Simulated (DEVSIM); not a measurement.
Structure: illuminated Si p-on-n cell, one wavelength, at 300 K.

Layer 1 from the left is Si, thickness (μm) 0.780, Na (cm⁻³) 5.1e18, τn (s) 2e-5, τp (s) 2.5e-5, absorption coefficient (cm⁻¹) 540. Layer 2 from the left is Si, thickness (μm) 25.0, Nd (cm⁻³) 1.1e16, τn (s) 6.2e-5, τp (s) 6.2e-5, absorption coefficient (cm⁻¹) 540.

Left contact: ohmic, minority electron recombination velocity 90 cm/s. Right contact: ohmic, minority hole recombination velocity 5000 cm/s. Voltage is applied to the left contact. Recombination: SRH at mid-gap, radiative, Auger. Light enters at the left, 1e17 photons cm⁻² s⁻¹, one pass, no reflection. Mobility is constant in doping.

The device is made up for the run: typed textbook-type constants, with dimensions and the other settings drawn at random. Values at 300 K.

Si: gap (eV) 1.124, affinity (eV) 4.05, permittivity 11.7, Nc (cm⁻³) 2.86e19, Nv (cm⁻³) 3.1e19, μn (cm²/Vs) 1417, μp (cm²/Vs) 470, B (cm³/s) 4.7e-15, Cn (cm⁶/s) 2.8e-31, Cp (cm⁶/s) 9.9e-32.

DEVSIM, 1D drift-diffusion, Boltzmann statistics, complete ionisation; no tunnelling, impact ionisation, image-force lowering or self-heating.

Dark forward current:

```csv
|V| (V),|J| (A/cm²)
0.05,8.964e-11
0.10,4.276e-10
0.15,2.076e-9
0.20,1.162e-8
0.25,7.251e-8
0.30,4.793e-7
0.35,3.253e-6
0.40,2.232e-5
0.45,0.0001538
0.50,0.001062
0.55,0.007337
0.60,0.05052
0.65,0.3409
0.70,2.100
0.75,10.64
0.80,43.55
0.85,151.4
0.90,472.8
0.95,1388
1.00,3932
```

Q: Work out the local ideality factor n = ΔV / (kT/q · ln(J2/J1)) between the rows 0.15 and 0.20 V, 0.50 and 0.55 V, 0.95 and 1.00 V.

A: kT/q = 25.85 mV. From 0.15 to 0.20 V: ln(1.162e-8/2.076e-9) = 1.722, n = 1.12. From 0.50 to 0.55 V: ln(0.007337/0.001062) = 1.933, n = 1.00, near the 1 of diffusion or emission over a barrier. From 0.95 to 1.00 V: ln(3932/1388) = 1.041, n = 1.86.

Q: What current could the absorbed light give at most, and what share is collected?

A: Σ αd = 1.39, so qΦ(1 − exp(−Σ αd)) = 12.0 mA/cm². The simulated short-circuit current is 9.829 mA/cm², a share of 0.82.

Q: Estimate the open-circuit voltage by superposition: the voltage at which the dark current equals that short-circuit current.

A: Interpolating ln J in the table gives 0.558 V. The simulation gives 0.557 V, the same within the digits that matter. Superposition holds where collection doesn't change with voltage.

Q: Estimate the fill factor from FF0 = (v − ln(v + 0.72))/(v + 1), v = qVoc/(nkT), with n from the dark curve.

A: The rows about Voc, 0.55 and 0.60 V, give n = 1.00, so v = 21.5 and FF0 = 0.818. The simulation gives 0.816, the same within the digits that matter.
